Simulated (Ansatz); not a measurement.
Calculation: PBE (plane waves to 420 eV, PAW; Ansatz, a first-principles code).

Electrostatic potential energy of an electron, averaged over planes parallel to the surface, in eV from the Fermi level, for a constructed model of the (111) surface of fcc Au, a pseudomorphic layer of W in the other hollow (bottom of the slab: a bare face, its two planes held):

```json
[
 {"z (Å)": "3.73", "V (eV)": "5.16"},
 {"z (Å)": "4.02", "V (eV)": "5.16"},
 {"z (Å)": "4.31", "V (eV)": "5.16"},
 {"z (Å)": "4.59", "V (eV)": "5.16"},
 {"z (Å)": "4.88", "V (eV)": "5.16"},
 {"z (Å)": "5.17", "V (eV)": "5.15"},
 {"z (Å)": "5.45", "V (eV)": "5.14"},
 {"z (Å)": "5.74", "V (eV)": "5.10"},
 {"z (Å)": "6.03", "V (eV)": "5.02"},
 {"z (Å)": "6.31", "V (eV)": "4.85"},
 {"z (Å)": "6.60", "V (eV)": "4.46"},
 {"z (Å)": "6.89", "V (eV)": "3.57"},
 {"z (Å)": "7.18", "V (eV)": "1.47"},
 {"z (Å)": "7.46", "V (eV)": "-4.09"},
 {"z (Å)": "7.75", "V (eV)": "-11.26"},
 {"z (Å)": "8.04", "V (eV)": "-15.38"},
 {"z (Å)": "8.32", "V (eV)": "-15.69"},
 {"z (Å)": "8.61", "V (eV)": "-12.25"},
 {"z (Å)": "8.90", "V (eV)": "-5.55"},
 {"z (Å)": "9.19", "V (eV)": "-0.01"},
 {"z (Å)": "9.47", "V (eV)": "0.84"},
 {"z (Å)": "9.76", "V (eV)": "-2.38"},
 {"z (Å)": "10.05", "V (eV)": "-9.37"},
 {"z (Å)": "10.33", "V (eV)": "-14.70"},
 {"z (Å)": "10.62", "V (eV)": "-16.30"},
 {"z (Å)": "10.91", "V (eV)": "-14.22"},
 {"z (Å)": "11.19", "V (eV)": "-8.47"},
 {"z (Å)": "11.48", "V (eV)": "-1.72"},
 {"z (Å)": "11.77", "V (eV)": "0.78"},
 {"z (Å)": "12.06", "V (eV)": "-0.80"},
 {"z (Å)": "12.34", "V (eV)": "-7.00"},
 {"z (Å)": "12.63", "V (eV)": "-13.37"},
 {"z (Å)": "12.92", "V (eV)": "-16.23"},
 {"z (Å)": "13.20", "V (eV)": "-15.40"},
 {"z (Å)": "13.49", "V (eV)": "-10.81"},
 {"z (Å)": "13.78", "V (eV)": "-3.74"},
 {"z (Å)": "14.06", "V (eV)": "0.49"},
 {"z (Å)": "14.35", "V (eV)": "0.38"},
 {"z (Å)": "14.64", "V (eV)": "-4.18"},
 {"z (Å)": "14.93", "V (eV)": "-11.22"},
 {"z (Å)": "15.21", "V (eV)": "-15.54"},
 {"z (Å)": "15.50", "V (eV)": "-16.11"},
 {"z (Å)": "15.79", "V (eV)": "-12.99"},
 {"z (Å)": "16.07", "V (eV)": "-6.44"},
 {"z (Å)": "16.36", "V (eV)": "-0.46"},
 {"z (Å)": "16.65", "V (eV)": "0.91"},
 {"z (Å)": "16.94", "V (eV)": "-1.60"},
 {"z (Å)": "17.22", "V (eV)": "-8.36"},
 {"z (Å)": "17.51", "V (eV)": "-14.17"},
 {"z (Å)": "17.80", "V (eV)": "-16.29"},
 {"z (Å)": "18.08", "V (eV)": "-14.75"},
 {"z (Å)": "18.37", "V (eV)": "-9.46"},
 {"z (Å)": "18.66", "V (eV)": "-2.46"},
 {"z (Å)": "18.94", "V (eV)": "0.78"},
 {"z (Å)": "19.23", "V (eV)": "0.05"},
 {"z (Å)": "19.52", "V (eV)": "-5.09"},
 {"z (Å)": "19.81", "V (eV)": "-12.10"},
 {"z (Å)": "20.09", "V (eV)": "-16.02"},
 {"z (Å)": "20.38", "V (eV)": "-16.25"},
 {"z (Å)": "20.67", "V (eV)": "-12.92"},
 {"z (Å)": "20.95", "V (eV)": "-6.51"},
 {"z (Å)": "21.24", "V (eV)": "-1.73"},
 {"z (Å)": "21.53", "V (eV)": "-2.66"},
 {"z (Å)": "21.81", "V (eV)": "-8.52"},
 {"z (Å)": "22.10", "V (eV)": "-15.81"},
 {"z (Å)": "22.39", "V (eV)": "-20.10"},
 {"z (Å)": "22.68", "V (eV)": "-19.47"},
 {"z (Å)": "22.96", "V (eV)": "-14.12"},
 {"z (Å)": "23.25", "V (eV)": "-6.41"},
 {"z (Å)": "23.54", "V (eV)": "-0.47"},
 {"z (Å)": "23.82", "V (eV)": "2.46"},
 {"z (Å)": "24.11", "V (eV)": "3.97"},
 {"z (Å)": "24.40", "V (eV)": "4.75"},
 {"z (Å)": "24.69", "V (eV)": "5.14"},
 {"z (Å)": "24.97", "V (eV)": "5.34"},
 {"z (Å)": "25.26", "V (eV)": "5.43"},
 {"z (Å)": "25.55", "V (eV)": "5.48"},
 {"z (Å)": "25.83", "V (eV)": "5.50"},
 {"z (Å)": "26.12", "V (eV)": "5.51"},
 {"z (Å)": "26.41", "V (eV)": "5.52"},
 {"z (Å)": "26.69", "V (eV)": "5.52"},
 {"z (Å)": "26.98", "V (eV)": "5.52"}
]
```

Model: 7-atom slab, 14.6 Å thick at the start, 15x15x1 mesh, Fermi-Dirac 0.1 eV, dipole correction, 2 atoms held, the rest relaxed; start symmetry kept, larger cells not searched; no spin, no spin-orbit, no U. In PBE it lies 0.03 eV a 1x1 cell over the lowest computed structure of the same composition (a pseudomorphic layer of W in the host's stacking).

**Question.** The surface cell has an area of 7.48 Å². What dipole along the normal does the step between the two vacuum levels imply?

**Answer.** the top vacuum level lies 0.36 eV above the bottom one; p = −ε₀ A ΔV (ε₀ = 0.005526 e/(V·Å)) gives -0.01 e·Å a cell.
